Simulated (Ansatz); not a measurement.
Si on a Al site (middle of the slab) in a 2x2 cell of the 1x1 (0001) surface of corundum (cut with top plane Al)

Host crystal: corundum, with a band gap (PBE, scalar-relativistic without spin-orbit coupling).

These are PBE (plane waves to 420 eV, PAW; Ansatz, a quantum-chemistry and plane-wave program) values and carry that method's errors.

Set-up: 80 atoms, 6.7 Å thick at the start (thin: gaps and levels are the slab's own); mesh 3x3x1; 0.01 eV smearing; dipole correction on; 16 atoms held, the rest relaxed; held to the start's symmetry, so lower structures may exist; spin-polarised, ending with about 1.0 μB a cell, a value that depends on the mesh; orders that need a larger cell were not tried, no spin-orbit, no U. The slab shows no gap over 0.04 eV on its mesh.

```yaml
formation energy against fcc Al, silicon: 310 kJ/mol
change_of_the_step_from_the_bottom_to_the_top_vacuum_level_against_the_clean_slab: 0.55 eV
energy_released_by_relaxation: 1.41 eV
largest_move_of_a_host_atom: 0.31 Å
```
